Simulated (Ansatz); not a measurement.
We consider fluorite CoSi2, described by PBE-D4 in Ansatz (plane waves, PAW).

Run with plane-wave cutoff 500 eV, 14×14×14 k mesh, Fermi–Dirac smearing 0.05 eV, no spin polarisation, scalar-relativistic PAW data made under PBE.

Computed at the level's own relaxed cell.

Q: Give the computed equilibrium volume per atom and lattice constant a.

A: 
- equilibrium volume per atom: 12.46 Å³/atom
- lattice constant a: 5.307 Å

Measured, for comparison: equilibrium volume per atom 12.87 Å³/atom, lattice constant a 5.365 Å (room temperature, no zero-point or thermal correction; as tabulated in Hegde and Bowen (2014), arXiv:1405.1317). Computed (rounded) less measured: equilibrium volume per atom -3.2 %, lattice constant a -1.1 %. A static lattice is as a rule a little smaller and stiffer than an uncorrected measurement, which narrows the difference in the lattice constant a and would widen misses of the other sign.

Computing time: around 23 core-seconds (rough).

Ansatz is a program for electronic structure.
